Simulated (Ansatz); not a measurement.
**KCl: uniaxial strain ε_zz = +3.00 %**

Take KCl in the rock salt structure (space group Fm-3m, No. 225; a = 6.2427 Å) as the base. Axes: x, y, z lie along the cube axes.

The change: uniaxial strain ε_zz = +3.00 %, all other strain components held at zero, atoms relaxed at fixed cell.

Method: PBEsol in Ansatz (plane waves to 420 eV, PAW, no spin-orbit coupling). k-mesh 9×9×9 (Γ-centred); smearing 0.05 eV (Fermi–Dirac).

- Volume per atom = 31.32 Å³ (base 30.41 Å³)
- Space group = I4/mmm (No. 139) (base Fm-3m (No. 225))
- Shortest interatomic distance = 3.121 Å (base 3.121 Å)
- Energy relative to the base (free energy F) = +3.1 meV/atom
- Band gap = 5.00 eV (base 5.10 eV)
- Gap character = direct at Γ (base direct at Γ)
- Electron mass = 0.42 mₑ along z, 0.45 mₑ across (at Γ) (base 0.43 mₑ (at Γ))
- Valence-band top at Γ (three highest levels, from the VBM) = 0.00, 0.00, -0.02 eV (base 0.00, 0.00, 0.00 eV)
- Valley order (the lowest conduction-band minima on the path, energy above the VBM, named in the base's zone) = Γ 5.00 eV; X along [100] 6.38 eV; X along [001] 6.42 eV (base Γ 5.10 eV; X along ⟨100⟩ 6.37 eV)
- Stress (xx, yy, zz, yz, xz, xy; compression positive) = (-0.17, -0.17, -1.03, 0.00, 0.00, 0.00) GPa

Effective masses come from finite differences of ±0.01 Å⁻¹. Stability against distortions was not tested. Labels are those of the standard path for the cell's own space group.

Ansatz is a first-principles code.
